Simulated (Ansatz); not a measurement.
Take HfC in the rock salt structure (space group Fm-3m, No. 225; relaxed with 0.1 eV smearing) as the base.

```yaml
crystal:
  lattice:
    - [0.00000, 2.30353, 2.30353]
    - [2.30353, 0.00000, 2.30353]
    - [2.30353, 2.30353, 0.00000]
  atoms:
    - { symbol: Hf, position: [0.00000, 0.00000, 0.00000] }
    - { symbol: C, position: [0.50000, 0.50000, 0.50000] }
```

Cartesian axes are those of the cell as printed.

Level of theory: PBEsol (Ansatz, a program for electronic structure; PAW; 420 eV plane waves; spin-orbit coupling left out).

Strains are applied to the cell and any free atomic positions relax; under biaxial strain the out-of-plane vector relaxes too.

One change was made to it. Results:

```tsv
quantity	base	after
energy relative to the base (free energy F)	0 meV/atom	+11 meV/atom
pressure (mean of the normal stresses, compression positive)	0.0 GPa	6.6 GPa
```

Question: Which change produced these results?
(A) biaxial strain −1.00 %, plane normal [001], relaxed out of plane
(B) biaxial strain −3.00 %, plane normal [001], relaxed out of plane
(C) biaxial strain −1.50 %, plane normal [001], relaxed out of plane
(D) biaxial strain −2.00 %, plane normal [001], relaxed out of plane

Answer: C, biaxial strain −1.50 %, plane normal [001], relaxed out of plane. For comparison, the energy relative to the base in the other runs: biaxial strain −1.00 %, plane normal [001], relaxed out of plane gives +4.8 meV/atom; biaxial strain −2.00 %, plane normal [001], relaxed out of plane gives +20 meV/atom; biaxial strain −3.00 %, plane normal [001], relaxed out of plane gives +46 meV/atom.

Stability against distortions was not tested. The final runs are not spin-polarised.
